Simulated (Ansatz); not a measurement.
**Point defect P vacancy + 1 H in zinc-blende GaP**

Method: PBE, PAW (plane waves to 420 eV; Ansatz, an electronic-structure program). Cell: 64 sites, 2×2×2 repeats of a cell of 8 atoms; final energies on a 2×2×2 shifted mesh. Sites at the start: the P site; 1 H on the vacancy's neighbours. Charged cells carry a point-charge image correction with potential alignment at far atoms. Dielectric constants: PBE linear response of the host. Host gap at this level: 1.57 eV. Finite-size and sampling errors can reach tenths of an eV here. PBE underestimates the host's gap, which shifts levels and can delocalise carriers. Spin–orbit coupling is left out. Each state is the lowest found from its start.

The name describes the start; the neighbours show where the atoms ended.

Charges with a result: +2, +1, 0, −1. Others weren't obtained, and one of them could lie lower, also by skipping a charge.

| charge | moment (μB) | largest move off a lattice site (Å) | neighbours of the last H atom of the defect at the end (Å) | image correction with alignment (eV) |
|---|---|---|---|---|
| +2 | not spin-polarised | 0.43 | Ga 1.63, Ga 3.10, Ga 3.10, Ga 3.10, P 3.34, P 3.34, P 3.34 | 0.17 |
| +1† | fractional | 0.29 | Ga 1.62, Ga 2.75, Ga 3.00, Ga 3.00, P 3.30, P 3.31, P 3.31 | -0.04 |
| 0 | not spin-polarised | 0.52 | Ga 1.60, Ga 2.69, Ga 2.84, Ga 2.85, P 3.14, P 3.14 | 0.00 |
| −1† | fractional | 0.49 | Ga 1.59, Ga 2.30, Ga 2.78, Ga 2.78, P 3.12, P 3.12 | 0.27 |

† Not settled in this cell, so no level is given: charge +1: fractional moment, a level filled in part, carriers not clearly localised; charge −1: fractional moment, a level filled in part.

Starting moments that weren't kept: charge +1 began with 1 μB and ended with 0.5; charge −1 began with 1 μB and ended with 0.5.

Flagged in the runs: a strain field that reaches the edge of the cell.
